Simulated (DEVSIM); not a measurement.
Structure: Si n-p junction from an implanted or diffused profile, at 300 K.

```
layer (left to right)  material  thickness (μm)  Na (cm⁻³)  τn (s)  τp (s)
---------------------  --------  --------------  ---------  ------  ------
1                            Si            5.80       3e16  1.3e-7  1.3e-7
```

Added donor profile: 3.2e18 cm⁻³ × exp(−(x − 0 μm)²/(2·(0.022 μm)²)). Left contact: ohmic. Right contact: ohmic. Voltage is applied to the left contact. Recombination: SRH at mid-gap, radiative, Auger. Mobility is constant in doping.

The device is made up for the run: typed textbook-type constants, with dimensions and the other settings drawn at random. Values at 300 K.

```
parameter           Si
-------------  -------
gap (eV)         1.124
affinity (eV)     4.05
permittivity      11.7
Nc (cm⁻³)      2.86e19
Nv (cm⁻³)       3.1e19
μn (cm²/Vs)       1417
μp (cm²/Vs)        470
B (cm³/s)      4.7e-15
Cn (cm⁶/s)     2.8e-31
Cp (cm⁶/s)     9.9e-32
```

Model (solved in DEVSIM): 1D drift-diffusion, Boltzmann statistics, complete ionisation; no tunnelling, impact ionisation, image-force lowering or self-heating.

Problem. Tabulate band edges, carrier densities and field at zero bias.

Solution. Energies count from the Fermi level of the right contact; mesh points crowd at the junctions.

| x (μm) | Ec (eV) | Ev (eV) | n (cm⁻³) | p (cm⁻³) | field (V/cm) |
|---|---|---|---|---|---|
| 0.000 | 0.057 | -1.067 | 3.2e18 | < 1e2 | 1300 |
| 0.01461 | 0.063 | -1.061 | 2.5e18 | < 1e2 | 8000 |
| 0.02843 | 0.080 | -1.044 | 1.3e18 | < 1e2 | 17000 |
| 0.04180 | 0.115 | -1.009 | 3.4e17 | 340 | 39000 |
| 0.05940 | 0.217 | -0.907 | 6.5e15 | 18000 | 72000 |
| 0.07216 | 0.311 | -0.813 | 1.7e14 | 680000 | 74000 |
| 0.08536 | 0.406 | -0.718 | 4.4e12 | 2.6e7 | 69000 |
| 0.1027 | 0.518 | -0.606 | 5.6e10 | 2.1e9 | 61000 |
| 0.1260 | 0.648 | -0.476 | 3.8e8 | 3.1e11 | 50000 |
| 0.1677 | 0.816 | -0.308 | 550000 | 2.1e14 | 31000 |
| 0.2459 | 0.935 | -0.189 | 5600 | 2.1e16 | 3900 |
| 0.4662 | 0.945 | -0.179 | 3900 | 3.0e16 | ≈ 0 |
| 0.8063 | 0.945 | -0.179 | 3900 | 3.0e16 | ≈ 0 |
| 1.445 | 0.945 | -0.179 | 3900 | 3.0e16 | ≈ 0 |
| 3.234 | 0.945 | -0.179 | 3900 | 3.0e16 | ≈ 0 |
| 4.413 | 0.945 | -0.179 | 3900 | 3.0e16 | ≈ 0 |
| 5.055 | 0.945 | -0.179 | 3900 | 3.0e16 | ≈ 0 |
| 5.405 | 0.945 | -0.179 | 3900 | 3.0e16 | ≈ 0 |
| 5.638 | 0.945 | -0.179 | 3900 | 3.0e16 | ≈ 0 |
| 5.727 | 0.945 | -0.179 | 3900 | 3.0e16 | ≈ 0 |
| 5.771 | 0.945 | -0.179 | 3900 | 3.0e16 | ≈ 0 |
| 5.800 | 0.945 | -0.179 | 3900 | 3.0e16 | ≈ 0 |
